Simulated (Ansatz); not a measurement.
Input for (BaZrO3)4/(BaHfO3)4 cubic perovskite (001) superlattice on BaZrO3 (untilted and non-polar, as the cell's symmetry holds it, where a distortion can lie lower):

Ansatz 0.2 input:
```yaml
crystal:
  lattice:
    - [4.227248267, 0.0, 0.0]
    - [0.0, 4.227248267, 0.0]
    - [0.0, 0.0, 33.685083036]
  atoms:
    - { symbol: Ba, position: [0.0, 0.0, 0.001211797] }
    - { symbol: O, position: [0.5, 0.5, 0.001054421] }
    - { symbol: Zr, position: [0.5, 0.5, 0.063777987] }
    - { symbol: O, position: [0.5, 0.0, 0.063810802] }
    - { symbol: O, position: [0.0, 0.5, 0.063810802] }
    - { symbol: Ba, position: [0.0, 0.0, 0.126555537] }
    - { symbol: O, position: [0.5, 0.5, 0.126515321] }
    - { symbol: Zr, position: [0.5, 0.5, 0.18926701] }
    - { symbol: O, position: [0.5, 0.0, 0.189274935] }
    - { symbol: O, position: [0.0, 0.5, 0.189274935] }
    - { symbol: Ba, position: [0.0, 0.0, 0.25201613] }
    - { symbol: O, position: [0.5, 0.5, 0.25201613] }
    - { symbol: Zr, position: [0.5, 0.5, 0.31476525] }
    - { symbol: O, position: [0.5, 0.0, 0.314757325] }
    - { symbol: O, position: [0.0, 0.5, 0.314757325] }
    - { symbol: Ba, position: [0.0, 0.0, 0.377476723] }
    - { symbol: O, position: [0.5, 0.5, 0.377516939] }
    - { symbol: Zr, position: [0.5, 0.5, 0.440254273] }
    - { symbol: O, position: [0.5, 0.0, 0.440221458] }
    - { symbol: O, position: [0.0, 0.5, 0.440221458] }
    - { symbol: Ba, position: [0.0, 0.0, 0.502820463] }
    - { symbol: O, position: [0.5, 0.5, 0.502977839] }
    - { symbol: Hf, position: [0.5, 0.5, 0.565249756] }
    - { symbol: O, position: [0.5, 0.0, 0.565215314] }
    - { symbol: O, position: [0.0, 0.5, 0.565215314] }
    - { symbol: Ba, position: [0.0, 0.0, 0.62747599] }
    - { symbol: O, position: [0.5, 0.5, 0.627505181] }
    - { symbol: Hf, position: [0.5, 0.5, 0.689759215] }
    - { symbol: O, position: [0.5, 0.0, 0.689754283] }
    - { symbol: O, position: [0.0, 0.5, 0.689754283] }
    - { symbol: Ba, position: [0.0, 0.0, 0.75201613] }
    - { symbol: O, position: [0.5, 0.5, 0.75201613] }
    - { symbol: Hf, position: [0.5, 0.5, 0.814273045] }
    - { symbol: O, position: [0.5, 0.0, 0.814277977] }
    - { symbol: O, position: [0.0, 0.5, 0.814277977] }
    - { symbol: Ba, position: [0.0, 0.0, 0.87655627] }
    - { symbol: O, position: [0.5, 0.5, 0.876527079] }
    - { symbol: Hf, position: [0.5, 0.5, 0.938782504] }
    - { symbol: O, position: [0.5, 0.0, 0.938816946] }
    - { symbol: O, position: [0.0, 0.5, 0.938816946] }
basis:
  ecutwfc: 500
  ecutrho_ratio: 4
  xc_grid: 4
kpoints:
  mp_grid: { grid: [6, 6, 1] }
hamiltonian:
  xc: r2scan
  dispersion: none
  pseudopotentials: { kind: paw }
scf:
  n_extra_bands: 25
  occupations: { method: fermi_dirac, width: 0.01 }
  convergence: { dr2_threshold: 0.000000001 }
output:
  eigenstates:
    kpoints:
      - [0, 0, 0]
      - [0, 0, 0.5]
      - [0.5, 0.5, 0]
      - [0.5, 0, 0]
      - [0, 0.5, 0]
    e_range: [-4, 6]
    localisation: true
  eigenvalues: true
```

Computed with r2SCAN (plane waves to 500 eV, PAW; Ansatz, a quantum-chemistry and plane-wave program). No spin–orbit coupling. Its k-point mesh 6×6×1, Fermi–Dirac width 0.01 eV.

Problem. What does the end of the output print (band table and long remarks left out, numbers rounded to eight decimals)?

Solution. 
```
SCF converged after 11 iterations
Free energy (F): -141156.491166 eV
Harris-Foulkes:  -141156.491166 eV  (|F-HF|=5.82e-11)
Internal energy: -141156.491166 eV  (E = F + TS)
E sigma→0 (E₀):  -141156.491166 eV
Fermi energy:    11.856484 eV
--- Per-component energies (eV) ---
  E_band       = -1016.955484
  E_kinetic    = 8604.871254
  E_local      = -65052.477907  (includes V_loc(G=0)·N_el)
  E_nonlocal   = -3109.916435
  E_hartree    = 29885.143082
  E_xc         = -4802.546479
  E_vxc        = -5771.653890  (∫ρ·V_xc dr)
  E_paw        = -85532.949362  (= ΣΔE_a)
  E_vpaw       = 4212.498220  (= ΣTr[D̂ρ^β])
  E_aug_tail   = 0.023773  (compensation charges beyond the density's cutoff)
  E_vtau       = 329.413077  (kinetic-family band-sum trace: ∫τ·v_τ [+ j·A + Jᵃ·Aᵃ] dr)
  E_ewald      = -21149.062958
  E_core_change = 0.423866  (= ΣΔE_core)
  E_smearing   = 0.000000  (= −TS)
  E_closure    = 0.000000  (closes the sum)
  Σ components = -141156.491166   (vs F -141156.491166, Δ=0.00e0)
```

Cost: roughly 6 core-minutes.
